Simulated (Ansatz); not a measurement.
An Ansatz (a quantum-chemistry and plane-wave program) run: SnO2 with a change (isotropic strain +1.20 %); Kohn–Sham DFT with the PBE functional, run in Ansatz with PAW and 420 eV plane waves, no spin-orbit coupling.

Input:

Ansatz 0.2 input:
```yaml
crystal:
  lattice:
    - [4.8855015772, 0, 0]
    - [0, 4.8855015772, 0]
    - [0, 0, 3.2769892697]
  atoms:
    - { symbol: Sn, position: [0, 0, 0] }
    - { symbol: Sn, position: [0.5, 0.5, 0.5] }
    - { symbol: O, position: [0.3065802108, 0.3065802108, 0] }
    - { symbol: O, position: [0.8065802108, 0.1934197892, 0.5] }
    - { symbol: O, position: [0.1934197892, 0.8065802108, 0.5] }
    - { symbol: O, position: [0.6934197892, 0.6934197892, 0] }
basis: { ecutwfc: 420, ecutrho_ratio: 4, xc_grid: 2, fft_grid_basis: typed }
kpoints: { mp_grid: { grid: [7, 7, 10] } }
hamiltonian:
  xc: pbe
  dispersion: none
  pseudopotentials: { kind: paw }
scf: { occupations: { method: fermi_dirac, width: 0.05 }, convergence: { dr2_threshold: 0.0000000006 } }
relax: { f_tol: 0.005, max_steps: 50 }
output: { forces: true, stress: true }
checkpoint: { write: state.ck, write_every: 1000 }
```

Output (explanatory and most iteration lines left out):

```
Relaxation: its limit of steps is 50 (relax.max_steps)
Pseudopotential: Sn, paw, valence charge 14
Pseudopotential: O, paw, valence charge 6
Crystal: 6 atoms, lattice volume = 78.216 Å³
Basis set: ecut = 420 eV, 1519 PW (Γ), exchange–correlation on 72×72×48 points (8 copies of the dense FFT grid, shifted against one another)
Bands: 32, of which v1, the nominal top of the filled ones, is band 26 counted from 1 (25 counted from 0)
Symmetry: 16 space group operations
Space group: P42/mnm (ITA 136), of the structure as read, at distance tolerance 4.3e-5 Å
k-points: 60 of 490
Functional: x = pbe(κ = 0.804, μ = 0.2195149727645171), c = pbe(β = 0.06672455060314922)
SCF iter   1: F=—  HF=-14317.914626 eV  |F-HF|=—  |Δ(HF+E_count)|=         —  Δρ=1.61e-3  dr2=1.02e-3  ethr=1.77e-3  ⟨swp⟩=6.0  Hψ=8460  notcnv=0  defer=8
SCF iter   2: F=—  HF=-14317.916360 eV  |F-HF|=—  |Δ(HF+E_count)|=   1.73e-3  Δρ=7.15e-4  dr2=1.68e-4  ethr=1.97e-6  ⟨swp⟩=2.0  Hψ=3984  notcnv=0  defer=15
SCF 1 converged in 7 iterations: F = -14317.916561 eV  dr2 = 5.86e-10
relax step   1: F+E_penalty+E_count = -14317.91656072 eV  Δ(F+E_penalty+E_count) = +0.000e0 eV  max|allowed force component| = 8.374e-2 eV/Å  Δτ_max = 0.0000 Å  (7 SCF iters, accepted)
Crystal: 6 atoms, lattice volume = 78.216 Å³
SCF iter   1: F=—  HF=-14317.918152 eV  |F-HF|=—  |Δ(HF+E_count)|=         —  Δρ=7.82e-4  dr2=2.04e-4  ethr=3.83e-7  ⟨swp⟩=2.0  Hψ=6006  notcnv=0  defer=100
SCF iter   2: F=—  HF=-14317.918122 eV  |F-HF|=—  |Δ(HF+E_count)|=   3.04e-5  Δρ=4.15e-4  dr2=6.40e-5  ethr=3.83e-7  ⟨swp⟩=1.0  Hψ=1820  notcnv=0  defer=100
SCF 2 converged in 7 iterations: F = -14317.918009 eV  dr2 = 9.89e-11
relax step   2: F+E_penalty+E_count = -14317.91800901 eV  Δ(F+E_penalty+E_count) = -1.448e-3 eV  max|allowed force component| = 2.537e-2 eV/Å  Δτ_max = 0.0047 Å  (7 SCF iters, accepted)
Crystal: 6 atoms, lattice volume = 78.216 Å³
SCF iter   1: F=—  HF=-14317.918256 eV  |F-HF|=—  |Δ(HF+E_count)|=         —  Δρ=3.39e-4  dr2=3.79e-5  ethr=7.43e-7  ⟨swp⟩=2.4  Hψ=3950  notcnv=0  defer=100
SCF iter   2: F=—  HF=-14317.918156 eV  |F-HF|=—  |Δ(HF+E_count)|=   9.90e-5  Δρ=1.80e-4  dr2=1.22e-5  ethr=7.28e-8  ⟨swp⟩=1.0  Hψ=2400  notcnv=0  defer=100
SCF 3 converged in 6 iterations: F = -14317.918154 eV  dr2 = 2.27e-10
relax step   3: F+E_penalty+E_count = -14317.91815426 eV  Δ(F+E_penalty+E_count) = -1.452e-4 eV  max|allowed force component| = 2.111e-4 eV/Å  Δτ_max = 0.0020 Å  (6 SCF iters, accepted)
SCF converged after 6 iterations
Free energy (F): -14317.918154 eV
Internal energy: -14317.918022 eV  (E = F + TS)
E sigma→0 (E₀):  -14317.918088 eV
Entropy (-TS):   -0.000132 eV (-0.022 meV/atom)
Fermi energy:    8.425208 eV
--- Forces (eV/Å), atoms counted from 1 ---
  atom   1  Sn    -0.00000000    -0.00000000    -0.00000000
  atom   2  Sn    -0.00000000    -0.00000000    -0.00000000
  atom   3  O     -0.00021112    -0.00021112     0.00000000
  atom   4  O     -0.00021112     0.00021112     0.00000000
  atom   5  O      0.00021112    -0.00021112    -0.00000000
  atom   6  O      0.00021112     0.00021112    -0.00000000
--- Stress (GPa, compression-positive) ---
       -5.146798       0.000000       0.000000
        0.000000      -5.146798       0.000000
        0.000000       0.000000      -6.958508
  P = ⅓ Tr σ = -5.7507 GPa (-57.507 kbar)
--- Relaxed structure (3 steps of the walk, 3 accepted, 0 SCFs on fresh bases) ---
  atoms:
    - { symbol: Sn, position: [1.479482581065755e-20, -1.231916719523296e-35, -2.6813698639913494e-36] }
    - { symbol: Sn, position: [0.5, 0.5, 0.5000000000000001] }
    - { symbol: O, position: [0.3075541359124318, 0.3075541359124318, -5.895426583906064e-36] }
    - { symbol: O, position: [0.8075541359124319, 0.19244586408756822, 0.5000000000000001] }
    - { symbol: O, position: [0.19244586408756822, 0.8075541359124319, 0.5000000000000001] }
    - { symbol: O, position: [0.6924458640875683, 0.6924458640875683, -1.3241841943711126e-35] }
```

Whether these cells are dynamically stable was not tested. The cell was made from SnO2 in the rutile structure (space group P4_2/mnm, No. 136) by this change: isotropic strain +1.20 %.
